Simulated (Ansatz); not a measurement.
Base system: AlN (space group Pm-3n, No. 223; a = 5.344 Å; a hypothetical phase, not in the database extracts checked). Axes: x, y, z lie along the cube axes.

Method: Ansatz (a first-principles code) PBEsol, no spin-orbit coupling.

Strains are applied to the cell and any free atomic positions relax; under biaxial strain the out-of-plane vector relaxes too.

One change was made to it. Results:

The band gap falls by 0.03 eV to 2.51 eV; the pressure (mean of the normal stresses, compression positive) shrinks by 1.53 GPa (0.01 GPa → -1.52 GPa); the valence-band top at Γ (three highest levels, from the VBM) becomes 0.00, -0.02, -0.02 eV (base: 0.00, 0.00, 0.00 eV).

**Question.** What was done to the base?
A. biaxial strain +0.96 %, plane normal [001], relaxed out of plane
B. strain tensor (xx, yy, zz, yz, xz, xy) = (−0.88, +0.05, −1.12, +0.28, +0.53, −0.86) %
C. biaxial strain +1.09 %, plane normal [111], relaxed out of plane

**Answer.** C, biaxial strain +1.09 %, plane normal [111], relaxed out of plane. For comparison, the valence-band top at Γ in the other runs: biaxial strain +0.96 %, plane normal [001], relaxed out of plane gives 0.00, -0.24, -0.24 eV; strain tensor (xx, yy, zz, yz, xz, xy) = (−0.88, +0.05, −1.12, +0.28, +0.53, −0.86) % gives 0.00, -0.05, -0.22 eV.

No phonon test of stability was made.
